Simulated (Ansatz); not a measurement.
Ansatz (a quantum-chemistry and plane-wave program) run on BePd (P4mm, 2 atoms in the cell): self-consistent single point.

Method: PBEsol, default PAW files made with PBE (plane waves; Ansatz).

```
BePd
1.0
    2.80321     0.00000     0.00000
    0.00000     2.80321     0.00000
    0.00000     0.00000     2.80321
Be Pd
1 1
Direct
  0.00000   0.00000   0.01784
  0.50000   0.50000   0.50000
```

Reference input (self-consistent single point, DFT, PBEsol, plane waves, default PAW files made with PBE): basis.ecutwfc = 420 eV; kpoints.mp_grid.grid = 12 12 12; hamiltonian.xc = pbesol; hamiltonian.pseudopotentials = {kind: paw} (the program's default PAW files); scf.occupations.method = fermi_dirac; scf.occupations.width = 0.1 eV. This run's input differs from it in these lines:

Ansatz 0.2 input:
```diff
@@ -11,3 +11,3 @@
 kpoints:
-  mp_grid: { grid: [12, 12, 12] }
+  mp_grid: { grid: [11, 11, 11], shift: [0.5, 0.5, 0.5] }
 hamiltonian:
```

Output (repeated stretches shortened):

```
SCF iter   1: F=—  HF=-6998.261794 eV  |F-HF|=—  |Δ(HF+E_count)|=         —  Δρ=8.75e-3  dr2=1.69e-2  ethr=1.77e-3  ⟨swp⟩=5.0  Hψ=9996  notcnv=0
all-band conjugate gradients solve this SCF's bands
preconditioner: auto → none
SCF iter   2: F=—  HF=-6998.258701 eV  |F-HF|=—  |Δ(HF+E_count)|=   3.09e-3  Δρ=4.54e-3  dr2=4.92e-3  ethr=8.43e-5  ⟨swp⟩=1.0  Hψ=2772  notcnv=0
SCF iter   3: F=—  HF=-6998.257575 eV  |F-HF|=—  |Δ(HF+E_count)|=   1.13e-3  Δρ=2.27e-4  dr2=6.85e-6  ethr=2.46e-5  ⟨swp⟩=2.7  Hψ=2439  notcnv=0
SCF iter   4: F=—  HF=-6998.257574 eV  |F-HF|=—  |Δ(HF+E_count)|=   3.78e-7  Δρ=3.60e-5  dr2=9.42e-8  ethr=3.42e-8  ⟨swp⟩=2.7  Hψ=3028  notcnv=0
iter 5 did not close the SCF: its close was put off for the readings that it lacked (scf_convergence_deferred on its scf_iter line)
SCF iter   5: F=-6998.257575 eV  HF=-6998.257575 eV  |F-HF|=1.26e-8  |Δ(HF+E_count)|=   7.95e-8  Δρ=9.13e-6  dr2=1.73e-8  ethr=4.71e-10  ⟨swp⟩=2.3  Hψ=2725  notcnv=0
SCF iter   6: F=-6998.257575 eV  HF=-6998.257575 eV  |F-HF|=5.73e-11  |Δ(HF+E_count)|=   6.00e-9  Δρ=1.84e-6  dr2=3.81e-10  ethr=8.67e-11  ⟨swp⟩=2.1  Hψ=5348  notcnv=0
SCF 1 converged in 6 iterations: F = -6998.257575 eV  dr2 = 3.81e-10
Free energy (F): -6998.257575 eV
Internal energy: -6998.236536 eV  (E = F + TS)
E sigma→0 (E₀):  -6998.247055 eV
Entropy (-TS):   -0.021039 eV (-10.519 meV/atom)
Fermi energy:    17.002456 eV
--- Forces (eV/Å), atoms counted from 1 ---
  atom   1  Be     0.00000000     0.00000000    -0.21571122
  atom   2  Pd    -0.00000000     0.00000000     0.21575541
--- Stress (GPa, compression-positive) ---
       -0.889538       0.000000       0.000000
        0.000000      -0.889538       0.000000
        0.000000       0.000000      -1.039154
  P = ⅓ Tr σ = -0.9394 GPa (-9.394 kbar)
  The stress holds the Pulay correction. Without it, at fixed plane waves, as pw.x and ABINIT print it: P = -0.9823 GPa
```

The run converged in 6 iterations. Against the reference run the free energy falls by 3.0 meV/atom, the pressure goes from -0.83 to -0.94 GPa and the largest force stays at 0.216 eV/Å.

The starting cell comes from a database of computed structures (which also holds hypothetical and non-ambient phases and stackings), without a prior relaxation at this level. Its lattice was rescaled by up to half a per cent. One atom was moved a little off its site on purpose. Spin polarisation is off. Ansatz's pressure includes its estimate of the finite-basis (Pulay) stress.
